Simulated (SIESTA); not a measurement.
Band structure of SnO (Cmc2_1, 8 atoms in the cell).

```
CELL_PARAMETERS angstrom
      2.25090    -2.77840     0.00000
      2.25090     2.77840     0.00000
      0.00000     0.00000    12.15414
ATOMIC_POSITIONS crystal
  Sn 0.97221 0.02779 0.99983
  Sn 0.02779 0.97221 0.49983
  Sn 0.62356 0.37644 0.77072
  Sn 0.37644 0.62356 0.27072
  O  0.59271 0.40729 0.94945
  O  0.40729 0.59271 0.44945
  O  0.00475 0.99525 0.82154
  O  0.99525 0.00475 0.32154
```

Computed with GGA PBEsol, numerical atomic orbitals DZP, PseudoDojo PBEsol standard norm-conserving potentials (rewritten from UPF to PSML) in SIESTA.

Settings: XC.functional = GGA; XC.authors = PBEsol; potentials = PseudoDojo PBEsol standard; PAO.BasisSize = DZP; PAO.EnergyShift = 0.01 Ry; MeshCutoff = 400 Ry; kgrid.MonkhorstPack = 4 4 2; OccupationFunction = FD; ElectronicTemperature = 10 K; MaxSCFIterations = 150; SCF.Mixer.Method = Broyden; SCF.Mixer.Weight = 0.2; SCF.Mixer.History = 8; SCF.DM.Tolerance = 1.0E-05.

The starting cell comes from a database of computed structures (which also holds hypothetical and non-ambient phases and stackings), without a prior relaxation at this level. Its lattice was rescaled by a random factor within 2.5 % of one. Values carry the incompleteness of an atom-centred basis.

**Question.** Predict the gap along the standard path and the places of the band edges.

**Answer.** The gap along the path is 1.55 eV, from Γ to a point between Γ and Y; the smallest direct gap on it is 2.04 eV. Another conduction valley lies within 0.1 eV, so the order of the valleys is not sure.

Levels in eV from the top of the valence band on the path, bands 37 to 41:
| point | 37 | 38 | 39 | 40 | 41 |
|---|---|---|---|---|---|
| Γ | -2.42 | -2.36 | -1.41 | 0.00 | 2.75 |
| X | -1.35 | -1.12 | -0.98 | -0.69 | 1.77 |
| S | -1.30 | -0.89 | -0.70 | -0.42 | 1.63 |
| R | -1.07 | -1.07 | -0.55 | -0.55 | 1.77 |
| A | -1.19 | -1.19 | -0.89 | -0.89 | 1.99 |
| Z | -2.37 | -2.37 | -0.59 | -0.59 | 2.76 |
| Y | -1.66 | -1.34 | -1.13 | -0.97 | 1.61 |
| X1 | -1.35 | -1.12 | -0.98 | -0.69 | 1.77 |
| A1 | -1.19 | -1.19 | -0.89 | -0.89 | 1.99 |
| T | -1.46 | -1.46 | -1.08 | -1.08 | 1.92 |

Higher empty bands are left out: an atom-centred basis made for the valence describes them poorly.
